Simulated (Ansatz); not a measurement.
Base system: Y in the hcp (Mg type) structure (space group P6_3/mmc, No. 194; a = 3.594 Å, c = 5.610 Å; relaxed with 0.1 eV smearing). Axes: x lies along a and z along c of the hexagonal cell.

The values are results of PBEsol (Ansatz, a quantum-chemistry and plane-wave program), without spin-orbit coupling, not measurements.

The change: the cell is compressed by 2.00 % along x with no lateral relaxation; the atoms relax in the strained cell.

Problem. Predict the stress tensor and what it implies for the stiffness.

Solution. Stress of the strained cell less that of the base (GPa, compression positive):
```
    1.6     0.0     0.0
    0.0     0.5     0.0
    0.0     0.0     0.5
```

Then −Δσ_ii/ε with ε = -0.0200 gives secant stiffness values (nonlinear terms included at this strain): C11 ≈ 79 GPa, C12 ≈ 26 GPa and C13 ≈ 24 GPa.

Whether these cells are dynamically stable was not tested. All final runs are without spin polarisation.
